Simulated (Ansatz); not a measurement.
**MgTe, response to strain**

The parent structure is MgTe in the wurtzite structure (space group P6_3mc, No. 186; a = 4.6086 Å, c = 7.5008 Å). Axes: x lies along a and z along c of the hexagonal cell.

Strains are applied to the cell and any free atomic positions relax; under biaxial strain the out-of-plane vector relaxes too; under stress the whole cell relaxes.

Calculations: PBE, PAW, 420 eV (Ansatz, a program for electronic structure; without spin-orbit coupling), earlier PAW set.

Notes on the quantities. band gap: an upper bound: an edge found on the path is not a true extremum; the base alone.

```tsv
change	band gap	shortest interatomic distance
base	2.37 eV	2.818 Å
biaxial strain −1.75 %, plane normal [001], relaxed out of plane	2.38 eV	2.794 Å
uniaxial stress, 3 GPa tension along z	1.95 eV	2.832 Å
uniaxial stress, 2 GPa compression along z	2.18 eV	2.787 Å
```

Spin-orbit coupling, missing from the scalar runs, can matter with Te. Stability under load was not tested beyond the relaxation.
